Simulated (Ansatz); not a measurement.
Consider Ti$_{2}$O$_{3}$ (space group P2_1/m, No. 11; a cell from a computed database, its experimental status unchecked).

```xyz
10
Lattice="4.9920 0.0000 0.0000 0.0000 2.9282 0.0000 -1.8644 0.0000 7.3281" Properties=species:S:1:pos:R:3 pbc="T T T"
Ti    -0.4125     0.7321     4.8255
Ti     3.5401     2.1962     2.5026
Ti     1.1497     0.7321     0.1337
Ti     1.9780     2.1962     7.1944
O     -1.2622     2.1962     6.0779
O      4.3898     0.7321     1.2502
O      0.1436     2.1962     3.7026
O      2.9841     0.7321     3.6255
O      1.0006     0.7321     6.1909
O      2.1270     2.1962     1.1372
```

Cartesian axes are those of the cell as printed.

The values are results of plane-wave PAW DFT at the PBEsol level (Ansatz, a program for electronic structure, 420 eV), no spin-orbit coupling, not measurements.

One thing is altered: the cell is scaled by 0.9816 in all directions; the atoms relax in the strained cell.

### Question
Predict the stress tensor and what it implies for the stiffness.

### Answer
Stress of the strained cell less that of the base (GPa, compression positive):
```
    7.8     0.0     3.0
    0.0    10.6     0.0
    3.0     0.0    10.0
```

Then B = −ΔP/(ΔV/V₀) with ΔV/V₀ = -0.0542 gives secant stiffness values (nonlinear terms included at this strain): B (at held cell shape, above the free-shape value) ≈ 175 GPa.

As a check, the harmonic strain energy −½ V₀ Δσ:ε is 17 meV/atom; the computed energy rise is 16 meV/atom.

Whether these cells are dynamically stable was not tested. No Hubbard U is applied, and correlation can decide whether such a compound is a metal. The final runs are not spin-polarised.
